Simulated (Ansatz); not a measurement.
**A computed series for Rh: response to strain**

Base system: Rh in the fcc (Cu type) structure (space group Fm-3m, No. 225; a = 3.802 Å; relaxed with 0.1 eV smearing).

Strains are applied to the cell and any free atomic positions relax.

Calculations: Ansatz (a first-principles code), r2SCAN, PAW, cutoff 500 eV, spin-orbit coupling left out.

Notes on the quantities. energy relative to the base: free energy F.

```tsv
isotropic strain (%)	energy relative to the base (meV/atom)
0	0.0
0.5	2.6
1	?
1.5	22.8
2	39.7
2.5	60.8
3	85.8
```

Fit ΔE = Aε² + Bε³ (ε in %) to the rows shown and predict the withheld row.

Least squares on the printed values gives A = 10.7 and B = -0.39 meV/atom (largest residual 0.0 meV/atom); this predicts 10.3 meV/atom, and the run gives 10.4 meV/atom, in agreement.

No phonon test of stability was made. The final runs are not spin-polarised. Rh lies near a magnetic instability that expansion can trigger; it was not tested.
